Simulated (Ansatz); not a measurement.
Start from CdSe in the wurtzite structure (space group P6_3mc, No. 186).

```
CELL_PARAMETERS angstrom
      4.24755     0.00000     0.00000
     -2.12377     3.67848     0.00000
      0.00000     0.00000     6.94096
ATOMIC_POSITIONS crystal
  Cd 0.33333 0.66667 0.00031
  Cd 0.66667 0.33333 0.50031
  Se 0.33333 0.66667 0.37569
  Se 0.66667 0.33333 0.87569
```

The values are results of LDA, PAW, 420 eV (Ansatz, a first-principles code; no spin-orbit coupling), not measurements.

Before the change:

* **Band gap**: 0.46 eV
* **Valence-band top at Γ**: 0.00, 0.00, -0.07 eV
* **Lattice parameter a**: 4.248 Å
* **c/a ratio**: 1.634

Perturbation: a hydrostatic pressure of 15 GPa.

Q: How does this affect the band gap?

A: The band gap rises by 0.30 eV, from 0.46 eV to 0.76 eV.

Q: Predict the new valence-band top at Γ.

A: The valence-band top at Γ (three highest levels, from the VBM) becomes 0.00, 0.00, -0.20 eV (base: 0.00, 0.00, -0.07 eV).

Q: Estimate the effect on the lattice parameter a.

A: The lattice parameter a falls by 0.266 Å (4.248 Å → 3.982 Å).

Q: What happens to the c/a ratio?

A: The c/a ratio goes up by 0.033 to 1.667.

Load acts through the strain it causes; cell and atoms are relaxed under it. Whether these cells are dynamically stable was not tested. Measured, CdSe leaves this structure (for rock salt) near 2.72 GPa (temperature not stated; as listed in Datta, Sujoy, Jana, Debnarayan, arXiv (2020)), on rising pressure, with hysteresis.
